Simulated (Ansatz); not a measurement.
Reference: BN (F-43m), r2SCAN, rigid bands (plane waves, PAW, scalar-relativistic; Ansatz, a program for electronic structure); axes and stresses refer to this cell.

```xyz
2
Lattice="0.0000 1.8028 1.8028 1.8028 0.0000 1.8028 1.8028 1.8028 0.0000" Properties=species:S:1:pos:R:3 pbc="T T T"
B      0.0000     0.0000     0.0000
N      0.9014     0.9014     0.9014
```

The band gap comes out as 5.01 eV, the Seebeck coefficient, p-type 1e19 cm⁻³ is 395 μV/K and the Seebeck coefficient, n-type 1e19 cm⁻³ comes out as -281 μV/K.

**Question.** Change: biaxial stress in (001) of 18 GPa (compression positive). What happens to band gap, Seebeck coefficient, p-type 1e19 cm⁻³, Seebeck coefficient, n-type 1e19 cm⁻³?

**Answer.** band gap falls to 4.78 eV; Seebeck coefficient, p-type 1e19 cm⁻³ drops to 335 μV/K; Seebeck coefficient, n-type 1e19 cm⁻³ decreases in size to -247 μV/K.

**Question.** Change: biaxial stress in (111) of -36 GPa (compression positive). What happens to band gap, Seebeck coefficient, p-type 1e19 cm⁻³, Seebeck coefficient, n-type 1e19 cm⁻³?

**Answer.** band gap decreases to 4.77 eV; Seebeck coefficient, p-type 1e19 cm⁻³ decreases to 317 μV/K; Seebeck coefficient, n-type 1e19 cm⁻³ moves little, to -285 μV/K.

Seebeck coefficients are for the stated density at 300 K, with one relaxation time for all states and whether or not that doping can be reached. Spin-orbit coupling is left out unless a row names it. Stresses and pressures are the targets of the relaxation.  The structure type is held under load, also where the real crystal would transform.
